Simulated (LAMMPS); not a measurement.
LAMMPS 22 Jul 2025, classical MD, Vashishta (SiC.vashishta): SiC, 8000 atoms.

```text
units metal
atom_style atomic
read_data unit.data
replicate 10 10 10
pair_style vashishta
pair_coeff * * SiC.vashishta Si C
velocity all create 1600 4928 dist gaussian loop geom
fix 1 all nve
fix 2 all langevin 800 800 0.04 9876 zero yes
timestep 0.001
thermo 100
run 300
reset_timestep 0
write_restart start.rst
```

```text
read_restart start.rst
pair_style vashishta
pair_coeff * * SiC.vashishta Si C
neighbor 2.0 bin
neigh_modify every 1 delay 0 check yes
fix 1 all nve
timestep 0.001
thermo_style custom step temp pe etotal press
thermo_modify format float %.10g
thermo 100
group probe id 1:48
dump probe probe custom 1000000 forces.txt id fx fy fz
dump_modify probe sort id format float %.8g
run 300
```

box: 43.6 × 43.6 × 43.6 Å.

start: generated zinc blende lattice, warmed in an untimed run.

Compared values: energy and forces of the first step, drift over the run.

It runs on a single node (Arm Neoverse V2, 96 cores on 1 socket, no SMT, 1 L3 cache group).

Times are wall-clock medians of two to five repeats, from the common launch until the last copy ends, with nothing else on the machine. Processes are pinned to neighbouring cores unless said otherwise. The build: PyPI wheel: MPICH, OPENMP and OPT packages; another build can shift the numbers. Scratch files lie in a memory file system. A preparatory run goes ahead and isn't timed.

Ways to fill 88 cores (the node offers 329 GiB):
- 44 copies of 2 ranks
- 88 ranks
- 22 copies of 4 ranks
- 2 copies of 44 ranks
- 88 copies of 1 rank
- 4 copies of 22 ranks
- 8 copies of 11 ranks

Task: Which packing maximises jobs per hour, and what does it cost in the time of one job?

Result: 88 copies of 1 rank: 23000 jobs an hour; within 8 % of it: 44 copies of 2 ranks; 22 copies of 4 ranks. At the low end 88 ranks gives 7800. One job is done soonest with 88 ranks (0.46 s against 14 s).

| way | time till all copies end | jobs an hour | memory in all, scratch files included |
|---|---|---|---|
| 88 copies of 1 rank | 14 s | 23000 | 2.2 GiB |
| 44 copies of 2 ranks | 7.0 s | 23000 | 1.8 GiB |
| 22 copies of 4 ranks | 3.6 s | 22000 | 1.5 GiB |
| 8 copies of 11 ranks | 1.5 s | 19000 | 1.4 GiB |
| 4 copies of 22 ranks | 0.87 s | 17000 | 1.3 GiB |
| 2 copies of 44 ranks | 0.58 s | 12000 | 1.3 GiB |
| 88 ranks | 0.46 s | 7800 | 1.3 GiB |
